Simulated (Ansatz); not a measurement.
Subject: the energy change from cell B to cell A (O put in, 1 Ba replaced by Sc, in a slab cell with four atoms a plane). Reaction: cell B + Sc (hcp) + 1/2 O2 (gas) → cell A + Ba (bcc). A negative value means that the right-hand side lies lower.

Cell A: a slab of W (bcc, Im-3m) cut along (100), 33 atoms, square cell of 6.37 Å (40.5 Å²), symmetry P4mm within 0.02 Å, 13.3 Å thick under 16 Å of vacuum, in-plane vectors held at the crystal's; planes from bottom to top: W4 × 6 | W4O2 | Sc | Ba | O, its two faces unlike (dipole correction applied); added, foreign or displaced atoms, above the top plane: two times O bound to 5 W at 2.08–2.29 Å; ScO bound through Sc to 4 W at 3.22 Å; Ba bound to 4 W at 3.71 Å; spin state with PBE: run without spin, k-point mesh 6×6×1.
```xyz
33
Lattice="6.3674 0.0000 0.0000 0.0000 6.3674 0.0000 0.0000 0.0000 29.2227" Properties=species:S:1:pos:R:3 pbc="T T T"
W      0.0064    -0.0064     8.1295
W      3.1773    -0.0064     8.1295
W      0.0064     3.1901     8.1295
W      3.1773     3.1901     8.1295
W      1.5919     1.5919     9.5357
W      4.7756     1.5919     9.5344
W      1.5919     4.7756     9.5390
W      4.7756     4.7756     9.5357
W     -0.0019     0.0019    11.1685
W      3.1856     0.0019    11.1685
W     -0.0019     3.1818    11.1685
W      3.1856     3.1818    11.1685
W      1.5919     1.5919    12.7297
W      4.7756     1.5919    12.7586
W      1.5919     4.7756    12.7473
W      4.7756     4.7756    12.7297
W     -0.0075     0.0075    14.3353
W      3.1912     0.0075    14.3353
W     -0.0075     3.1762    14.3353
W      3.1912     3.1762    14.3353
W      1.5919     1.5919    15.8319
W      4.7756     1.5919    16.0605
W      1.5919     4.7756    15.9235
W      4.7756     4.7756    15.8319
W      0.1062    -0.1062    17.5469
W      3.0775    -0.1062    17.5469
W      0.1062     3.2899    17.5469
W      3.0775     3.2899    17.5469
O      1.5919     1.5919    17.9090
O      4.7756     4.7756    17.9090
Sc     4.7756     1.5919    19.6896
O      4.7756     1.5919    21.4422
Ba     1.5919     4.7756    20.5988
```

Cell B: a slab of W (bcc, Im-3m) cut along (100), 32 atoms, square cell of 6.37 Å (40.5 Å²), symmetry P4mm within 0.02 Å, 12.0 Å thick under 16 Å of vacuum, in-plane vectors held at the crystal's; planes from bottom to top: W4 × 6 | W4O2 | Ba2, its two faces unlike (dipole correction applied); added, foreign or displaced atoms, above the top plane: two times O bound to 5 W at 2.11–2.29 Å; two times Ba bound to 4 W at 3.47 Å; spin state with PBE: run without spin, k-point mesh 6×6×1.
```yaml
crystal:
  lattice:
    - [6.36741, 0.00000, 0.00000]
    - [0.00000, 6.36741, 0.00000]
    - [0.00000, 0.00000, 28.01559]
  atoms:
    - { symbol: W, position: [0.00000, 0.00000, 0.29088] }
    - { symbol: W, position: [0.50000, 0.00000, 0.29088] }
    - { symbol: W, position: [0.00000, 0.50000, 0.29088] }
    - { symbol: W, position: [0.50000, 0.50000, 0.29088] }
    - { symbol: W, position: [0.25000, 0.25000, 0.34111] }
    - { symbol: W, position: [0.75000, 0.25000, 0.34115] }
    - { symbol: W, position: [0.25000, 0.75000, 0.34115] }
    - { symbol: W, position: [0.75000, 0.75000, 0.34111] }
    - { symbol: W, position: [0.00000, 0.00000, 0.39923] }
    - { symbol: W, position: [0.50000, 0.00000, 0.39923] }
    - { symbol: W, position: [0.00000, 0.50000, 0.39923] }
    - { symbol: W, position: [0.50000, 0.50000, 0.39923] }
    - { symbol: W, position: [0.25000, 0.25000, 0.45520] }
    - { symbol: W, position: [0.75000, 0.25000, 0.45607] }
    - { symbol: W, position: [0.25000, 0.75000, 0.45607] }
    - { symbol: W, position: [0.75000, 0.75000, 0.45520] }
    - { symbol: W, position: [0.00000, 0.00000, 0.51218] }
    - { symbol: W, position: [0.50000, 0.00000, 0.51218] }
    - { symbol: W, position: [0.00000, 0.50000, 0.51218] }
    - { symbol: W, position: [0.50000, 0.50000, 0.51218] }
    - { symbol: W, position: [0.25000, 0.25000, 0.56615] }
    - { symbol: W, position: [0.75000, 0.25000, 0.57212] }
    - { symbol: W, position: [0.25000, 0.75000, 0.57212] }
    - { symbol: W, position: [0.75000, 0.75000, 0.56615] }
    - { symbol: W, position: [0.00000, 0.00000, 0.62675] }
    - { symbol: W, position: [0.50000, 0.00000, 0.62675] }
    - { symbol: W, position: [0.00000, 0.50000, 0.62675] }
    - { symbol: W, position: [0.50000, 0.50000, 0.62675] }
    - { symbol: O, position: [0.25000, 0.25000, 0.64130] }
    - { symbol: O, position: [0.75000, 0.75000, 0.64130] }
    - { symbol: Ba, position: [0.75000, 0.25000, 0.72088] }
    - { symbol: Ba, position: [0.25000, 0.75000, 0.72088] }
```

Reference: Ba (bcc, Im-3m), 1 atom in the cell, k-point mesh 18×18×18 on the run's own vectors. Conventional cell: a = b = c = 5.020 Å, α = β = γ = 90.00°.

Reference: Sc (hcp, P6₃/mmc), 2 atoms in the cell, k-point mesh 24×24×12 on the run's own vectors. Conventional cell: a = b = 3.3177 Å, c = 5.1849 Å, α = β = 90.00°, γ = 120.00°.

Reference: an isolated O2 molecule (triplet) in a box of 11 × 11 × 13 Å.

Plane-wave PAW calculations with Ansatz (an electronic-structure program), its default PAW set, cutoff 420 eV, 500 eV for r2SCAN. The structures are at rest with PBE, within the held lattices; other levels are single points on them. Neutral cells; Fermi-Dirac smearing of at most 0.10 eV in the solids, energies taken to zero width. The lattices are those relaxed with PBE, so at other levels the solids can be strained, which adds to the spread. Larger cells are relaxed from a start prepared with the learned potential CHGNet, on a coarser mesh till forces fall under 0.03 eV/Å, which some starts already meet. A dispersion term (D3(BJ), or D4 for r2SCAN) was computed beside these levels and is taken off wherever the name lacks it. Static lattices, no vibrational contributions. The structures are the rest points that the relaxations reached, not proven lowest. Spin-orbit coupling is left out. The d electrons get no Hubbard U. Values are for these cell sizes. Cell A has symmetry P4mm within 0.02 Å and got no random move, so less symmetric positions, which may lie lower, weren't tried. Cell B has symmetry P4mm within 0.02 Å and got no random move, so less symmetric positions, which may lie lower, weren't tried.

Give the value at the level PBE.

-3.40 eV, for cell B + Sc (hcp) + 1/2 O2 (gas) → cell A + Ba (bcc).

List the value at the remaining levels and say how far they part.


```
Functional  value (eV)  less PBE
----------  ----------  --------
r2SCAN           -3.62     -0.22
```

The levels shown span 0.22 eV, from r2SCAN (-3.62) to PBE (-3.40).
